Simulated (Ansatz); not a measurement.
GaAs, response to strain

Base system: GaAs in the zinc blende structure (space group F-43m, No. 216; a = 5.667 Å). Axes: x, y, z lie along the cube axes.

Strains are applied to the cell and any free atomic positions relax; under biaxial strain the out-of-plane vector relaxes too.

Calculations: Ansatz (an electronic-structure program), r2SCAN, PAW, cutoff 500 eV, no spin-orbit coupling.

```tsv
biaxial strain, plane normal [111], relaxed out of plane (%)	band gap (eV)
-2.5	1.11
-2.08	?
-1.67	1.08
-1.25	1.06
-0.83	1.03
-0.42	1.00
0	0.96
```

Problem. Fit E_g = E₀ + Dε (ε in %) to the rows shown and predict the withheld row.

Solution. Least squares on the printed values gives E₀ = 0.97 eV, D = -59.7 meV per % of strain (largest residual 0.01 eV); this predicts 1.10 eV, and the run gives 1.10 eV, in agreement.

Stability against distortions was not tested.
